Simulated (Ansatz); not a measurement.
Levels about the gap of amorphous Si$_{30}$N$_{44}$Ti$_{3}$ (77 atoms in a cell of 872 Å³, 3.05 g/cm³; zone centre alone, so wide bands show as single levels with stretches between that a denser mesh fills), at the geometry that PBE relaxed, where it gives 2.5 GPa on a denser mesh. The participation number counts the atoms over which a state spreads; weights are charges in smoothed Voronoi cells. The levels come from a single point, so bond lengths are those of that geometry. Method of the levels: PBE, scalar-relativistic without spin-orbit coupling (Ansatz, a first-principles code). Sampling: the zone centre alone; Fermi-Dirac width 0.02 eV; no spin polarisation. At PBE the levels at both edges of the gap are localised (band-tail or defect states), and the nearest spread-out levels lie 3.1 eV apart at the zone centre.

The cell was made by melting and quenching with the CHGNet potential and then relaxed with DFT. N atoms were pushed apart under 1.9 Å during the dynamics, to hinder bonds among them. The hot cell started wider than the set density and was brought back towards it in steps. It is the lowest in DFT energy of 2 quenches. It is a model cell: composition and starting density were chosen by hand, and all elements were melted together. No dispersion term was used. Its density started from a set value of 3.05 and ended at 3.05 g/cm³. The quench (nominally 380 K/ps over its main leg) was far faster than any real one, so the model tends to hold more defects than a real film. One small periodic cell is one sample of the glass; other quenches scatter about these values. The volume was held where the preparation left it, at a PBE pressure of 2.5 GPa. Stress components on the final sampling reach 5.4 GPa.

```
E - E(highest filled), eV  filling  participation number        largest on  weight N  weight Ti  weight Si
-------------------------  -------  --------------------  ----------------  --------  ---------  ---------
-0.94                       filled                  18.0   N, 2 neighbours      0.88       0.03       0.10
-0.83                       filled                  14.5   N, 2 neighbours      0.88       0.01       0.11
-0.77                       filled                  14.8   N, 2 neighbours      0.87       0.02       0.11
-0.72                       filled                  10.7   N, 3 neighbours      0.88       0.04       0.08
-0.66                       filled                   9.2   N, 3 neighbours      0.88       0.02       0.09
-0.49                       filled                   6.8   N, 2 neighbours      0.88       0.02       0.10
0.00                        filled                   3.3   N, 2 neighbours      0.88       0.01       0.11
1.21                         empty                   1.8  Ti, 5 neighbours      0.17       0.78       0.06
1.42                         empty                   2.9  Ti, 5 neighbours      0.22       0.71       0.07
1.53                         empty                   3.7  Ti, 5 neighbours      0.19       0.75       0.06
1.66                         empty                   3.3  Ti, 5 neighbours      0.20       0.74       0.06
1.72                         empty                   5.1  Ti, 5 neighbours      0.23       0.72       0.05
1.95                         empty                   5.1  Ti, 5 neighbours      0.26       0.68       0.06
2.03                         empty                   5.3  Ti, 5 neighbours      0.26       0.67       0.07
```

Most localised among these is the empty level at +1.21 eV, on a Ti atom, which has 5 neighbours (N 1.86 Å, N 2.04 Å, N 2.09 Å, N 2.16 Å, N 2.46 Å).
